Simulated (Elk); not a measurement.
Input and output of a self-consistent single point for Pd (Fm-3m, 1 atom in the cell) (Elk).

Method: PBE, all-electron FP-LAPW, Elk's shipped species files, APW+lo basis with extra local orbitals run with Elk.

The change in words: lattice scaled by 0.98. Reference geometry:
```
Pd
1.0
    0.00000     1.99195     1.99195
    1.99195     0.00000     1.99195
    1.99195     1.99195     0.00000
Pd
1
Direct
  0.00000   0.00000   0.00000
```
Moments meant for the start (each program seeds them in its own way; μB, in the order of the atoms Pd): 1.0.

Reference input (self-consistent single point, DFT, PBE, all-electron FP-LAPW, Elk's shipped species files, APW+lo basis with extra local orbitals): xctype = 20; spinpol = true; rgkmax = 7.5; stype = 0; swidth = 0.00999582 Ha; ngridk = 10 10 10; reducebf = 0.8; gmaxvr = 16 1/bohr; nxlo = 2; lorbcnd = true; lmaxi = 2; bfcmt = [[0.0, 0.0, -1.0]]. This run's input differs from it in these lines:

```diff
@@ -37,5 +37,5 @@
 avec
-    0.0000000000    1.9919470000    1.9919470000
-    1.9919470000    0.0000000000    1.9919470000
-    1.9919470000    1.9919470000    0.0000000000
+    0.0000000000    1.9521080000    1.9521080000
+    1.9521080000    0.0000000000    1.9521080000
+    1.9521080000    1.9521080000    0.0000000000
```

Output (repeated stretches shortened):

```
│ Self-consistent loop started │
│ Loop number : 1 │
 total energy                :     -5037.64583448
 total moment                :   0.9872436605
│ Loop number : 2 │
 total energy                :     -5038.08008431
 total moment                :   0.9785629707
RMS change in Kohn-Sham potential (target) :    2.563273299     (  0.1000000000E-05)
Absolute change in total energy (target)   :   0.4342498260     (  0.1000000000E-03)
│ Loop number : 3 │
 total energy                :     -5038.58891631
 total moment                :   0.8167806721
RMS change in Kohn-Sham potential (target) :    2.173422977     (  0.1000000000E-05)
   [... lines left out ...]
│ Loop number : 26 │
 total energy                :     -5047.16528887
 total moment                :   0.2408655938E-02
RMS change in Kohn-Sham potential (target) :   0.1927111257E-05 (  0.1000000000E-05)
Absolute change in total energy (target)   :   0.1144740691E-04 (  0.1000000000E-03)
│ Loop number : 27 │
 total energy                :     -5047.16529694
 total moment                :   0.1671263044E-02
RMS change in Kohn-Sham potential (target) :   0.4799151229E-06 (  0.1000000000E-05)
Absolute change in total energy (target)   :   0.5205783054E-05 (  0.1000000000E-03)
Convergence targets achieved

│ Loop number : 28 │

Energies :
 Fermi                       :     0.287401436126
 xc effective B-field        :    -0.371664042755E-07
 external B-field            :      0.00000000000
 total energy                :     -5047.16530257
 (external B-field energy excluded from total)

Density of states at Fermi energy :    45.56498464
 (states/Hartree/unit cell)

Estimated indirect band gap :   0.1792943768E-02
 from k-point     19 to k-point     46
Estimated direct band gap   :   0.1306164968E-01
 at k-point     31

Charges :
 core                        :    28.00000000
 valence                     :    18.00000000
 interstitial                :   0.8772661687
 muffin-tins (core leakage)
  species :    1 (Pd)
   atom    1                 :    45.12273383     (  0.4539870702E-08)
 total in muffin-tins        :    45.12273383
 total calculated charge     :    46.00589263
 total charge                :    46.00000000
 error                       :   0.5892626955E-02

Moments :
 interstitial                :  -0.2719970808E-04
 muffin-tins
  species :    1 (Pd)
   atom    1                 :   0.1511671872E-02
 total in muffin-tins        :   0.1511671872E-02
 total moment                :   0.1484472163E-02

│ Self-consistent loop stopped │
```

The run converged in 28 iterations. The count includes the last loop, which Elk runs after its targets are met. 

The starting cell comes from a database of computed structures (which also holds hypothetical and non-ambient phases and stackings), without a prior relaxation at this level. Its lattice was rescaled by a random factor within 2.5 % of one. For this run, on top of that: lattice scaled by 0.98. The starting moments vanished: the run ended non-magnetic. Values depend on the basis (sphere radii, cutoffs, local orbitals), which need not be converged. The log's line on a gap gives a spacing of levels on this mesh, which the program prints for metals too.
